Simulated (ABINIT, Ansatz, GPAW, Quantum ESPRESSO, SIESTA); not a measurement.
Code comparison for SnBi₃ (I4/mmm, 4 atoms in the cell)

Self-consistent single point.

```
CELL_PARAMETERS angstrom
     -2.35058     2.35058     5.66404
      2.35058    -2.35058     5.66404
      2.35058     2.35058    -5.66404
ATOMIC_POSITIONS crystal
  Sn 0.00000 0.00000 0.00000
  Bi 0.50000 0.50000 0.00000
  Bi 0.25000 0.75000 0.50000
  Bi 0.75000 0.25000 0.50000
```

Shared settings, as Ansatz (an electronic-structure program) writes them: kpoints.mp_grid.grid = 3 3 3; scf.occupations.method = fermi_dirac; scf.occupations.width = 0.0073 Ry. Potentials and cutoffs stand in the table.

| code | model | pressure (GPa) | cutoff |
|---|---|---|---|
| ABINIT | PBEsol, norm-conserving pseudopotentials (PseudoDojo nc-sr-04 PBEsol standard) | -1.75 | 36 Ha |
| Quantum ESPRESSO | PBEsol, PseudoDojo standard norm-conserving (PBESOL) pseudopotentials | -1.74 | 75 Ry |
| GPAW | PBEsol, GPAW PAW datasets PBEsol (made by gpaw-setup) | -1.79 | 550 eV |
| Ansatz | PBEsol, PAW files made with PBE | -1.67 | default |
| SIESTA | GGA PBEsol, numerical atomic orbitals TZP, PseudoDojo PBEsol standard norm-conserving potentials (rewritten from UPF to PSML) | -1.91 | grid 350 Ry |

On Ansatz's run: spin-orbit coupling is off.

The spread over the programs that give each value: pressure within 0.24 GPa.

SIESTA uses small atom-centred bases, whose incompleteness enters pressures, forces and empty levels differently from a plane-wave cutoff. Ansatz's pressure is given at a fixed set of plane waves, as the other plane-wave codes print theirs.

On the base mesh (6 6 6) the same programs gave: Ansatz pressure -2.50 GPa; Quantum ESPRESSO pressure -2.57 GPa; ABINIT pressure -2.57 GPa; GPAW pressure -2.64 GPa; SIESTA pressure -2.75 GPa.

The values differ from the base mesh's, so the mesh still matters here: the table compares the programs at equal settings.

The starting cell comes from a database of computed structures (which also holds hypothetical and non-ambient phases and stackings), without a prior relaxation at this level.

Left out of this page: CP2K (on another mesh); Elk and FLEUR (not drawn, or without a comparable value).

Keys are those of Ansatz 0.2.
